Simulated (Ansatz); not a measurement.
# rock-salt TiC: the defect Ti on the C site

All values below come from PBE, PAW (plane waves to 420 eV; Ansatz, an electronic-structure program). Cell and caveats: 64-site cell; 4×4×4 shifted k-points; start: the C site; no Hubbard U; finite-size errors of tenths of an eV; the relaxation kept the symmetry of the starting site.

Neighbours after relaxation, in Å: of the Ti atom: Ti 2.40, Ti 2.40, Ti 2.40, Ti 2.40, Ti 2.40, Ti 2.40.

Formation energies E_f are those of the neutral cell. Chemical conditions: C-rich (Δμ(C) = 0.00 eV, Δμ(Ti) = -1.66 eV; only phases computed here count, gases as isolated molecules at 0 K); Ti-rich (Δμ(C) = -1.33 eV, Δμ(Ti) = -0.33 eV, bounded by Ti2C (Fd-3m); only phases computed here count, gases as isolated molecules at 0 K). Reference phases: C: graphite, Ti: hcp Ti.

```tsv
charge	moment (μB)	point group	largest move off a lattice site (Å)	E_f, C-rich (eV)	E_f, Ti-rich (eV)
0	not spin-polarised	Oh	0.23	9.36	6.70
```

Point groups are those of the whole cell at tolerances of 0.03 and 0.1 Å ("near" where only the looser one holds); none is given for unsettled states.

All states together cost very roughly 9 core-minutes.
